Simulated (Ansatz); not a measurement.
The starting structures come from a database of crystals and need not be the phases stable at ambient conditions.

Tunnelling through a barrier is set by its complex band structure: the current falls as exp(−2κd) with the smallest κ.

Here is the system:

```yaml
crystal:
  lattice:
    - [6.26115, 0.00000, 0.00000]
    - [0.00000, 7.08964, 0.00000]
    - [0.00000, -3.54482, 6.13981]
  atoms:
    - { symbol: Nb, position: [0.77695, 0.80224, 0.60449] }
    - { symbol: Nb, position: [0.77695, 0.80224, 0.19776] }
    - { symbol: Nb, position: [0.77695, 0.39551, 0.19776] }
    - { symbol: S, position: [0.50165, 0.66667, 0.33333] }
    - { symbol: Br, position: [0.04722, 0.49729, 0.99458] }
    - { symbol: Br, position: [0.04722, 0.49729, 0.50271] }
    - { symbol: Br, position: [0.04722, 0.00542, 0.50271] }
    - { symbol: Br, position: [0.00185, 0.00000, 0.00000] }
    - { symbol: Br, position: [0.54636, 0.16866, 0.33733] }
    - { symbol: Br, position: [0.54636, 0.16866, 0.83134] }
    - { symbol: Br, position: [0.54636, 0.66267, 0.83134] }
```

The cell was relaxed by PBE-D3(BJ); by r2SCAN it stands under a pressure of 1.5 GPa.

Transport runs along the normal of the first two printed cell vectors, the (100) plane of the conventional cell.

No gap correction and no spin-orbit coupling; mid-gap is the computed energy nearest the middle.

**Question.** Estimate the band gap and the smallest decay constant κ at mid-gap that r2SCAN run with Ansatz (an electronic-structure program) returns for this system.

**Answer.** Gap 0.95 eV on a 6×6×6 mesh; κ = 0.282 1/Å, at the zone centre.
